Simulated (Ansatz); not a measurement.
Hypothetical diamond Re, pressure series

The reference is Re in the diamond structure (space group Fd-3m, No. 227; a = 5.651 Å; a hypothetical phase, not in the database extracts checked).

Cell and atoms are relaxed at each pressure.

Computed with PBE (Ansatz, a quantum-chemistry and plane-wave program), no spin-orbit coupling.

```json
[
 {"pressure (GPa)": "-2", "volume per atom (Å³/atom)": "22.823"},
 {"pressure (GPa)": "-1", "volume per atom (Å³/atom)": "22.690"},
 {"pressure (GPa)": "0", "volume per atom (Å³/atom)": "22.560"},
 {"pressure (GPa)": "0.3", "volume per atom (Å³/atom)": "22.522"},
 {"pressure (GPa)": "0.7", "volume per atom (Å³/atom)": "22.472"},
 {"pressure (GPa)": "1.5", "volume per atom (Å³/atom)": "22.374"},
 {"pressure (GPa)": "3", "volume per atom (Å³/atom)": "22.195"},
 {"pressure (GPa)": "5", "volume per atom (Å³/atom)": "?"},
 {"pressure (GPa)": "7.5", "volume per atom (Å³/atom)": "21.700"}
]
```

Q: Fit the third-order Birch–Murnaghan form P(V) = (3B₀/2)[(V₀/V)^(7/3) − (V₀/V)^(5/3)]·[1 + (3/4)(B₀′ − 4)((V₀/V)^(2/3) − 1)] (squares taken in P) to the rows shown and predict the withheld row.

A: Least squares on the printed values gives V₀ = 22.560 Å³/atom, B₀ = 177 GPa, B₀′ = 4.4; this predicts 21.968 Å³/atom, and the run gives 21.968 Å³/atom, in agreement.

Load acts through the strain it causes; cell and atoms are relaxed under it. Whether these cells are dynamically stable was not tested. Competing high-pressure phases were not computed. All final runs are without spin polarisation.
